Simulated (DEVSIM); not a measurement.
Structure: Al0.4Ga0.6As/GaAs p-n heterojunction, at 300 K.

Layer 1 from the left is Al0.4Ga0.6As, thickness (μm) 1.30, Na (cm⁻³) 3e16, τn (s) 2.5e-10, τp (s) 2.5e-9. Layer 2 from the left is GaAs, thickness (μm) 0.300, Nd (cm⁻³) 1.7e16, τn (s) 2.5e-9, τp (s) 2.5e-9.

Left contact: ohmic. Right contact: ohmic. Voltage is applied to the left contact. Recombination: SRH at mid-gap, radiative, Auger. Mobility is μmin + (μ − μmin)/(1 + (N/Nref)^α).

Constants are typed, rounded textbook-type inputs, not results; the design itself was drawn at random and stands for no fabricated device. Values at 300 K.

Al0.4Ga0.6As: gap (eV) 1.9228, affinity (eV) 3.754, permittivity 11.76, Nc (cm⁻³) 7.93e17, Nv (cm⁻³) 9e18, μn (cm²/Vs) 3220, μp (cm²/Vs) 158, μn,min 500, μp,min 20, Nref,n 6e16, Nref,p 1.5e17, αn 0.39, αp 0.38, B (cm³/s) 2e-10, Cn (cm⁶/s) 1e-30, Cp (cm⁶/s) 1e-30. GaAs: gap (eV) 1.424, affinity (eV) 4.07, permittivity 12.9, Nc (cm⁻³) 4.7e17, Nv (cm⁻³) 9e18, μn (cm²/Vs) 8500, μp (cm²/Vs) 400, μn,min 500, μp,min 20, Nref,n 6e16, Nref,p 1.5e17, αn 0.39, αp 0.38, B (cm³/s) 2e-10, Cn (cm⁶/s) 1e-30, Cp (cm⁶/s) 1e-30.

Model (solved in DEVSIM): 1D drift-diffusion, Boltzmann statistics, complete ionisation; no tunnelling, impact ionisation, image-force lowering or self-heating. Band offsets follow the typed affinities; no thermionic-emission limit at abrupt steps, no polarisation charge.

Task: What does the simulation give for the dark forward voltage at 1 A/cm², the potential step across the device at zero bias, the largest field in the device at zero bias?

Result: dark forward voltage at 1 A/cm² 0.994 V; potential step across the device at zero bias 1.374 V; largest field in the device at zero bias 68000 V/cm.
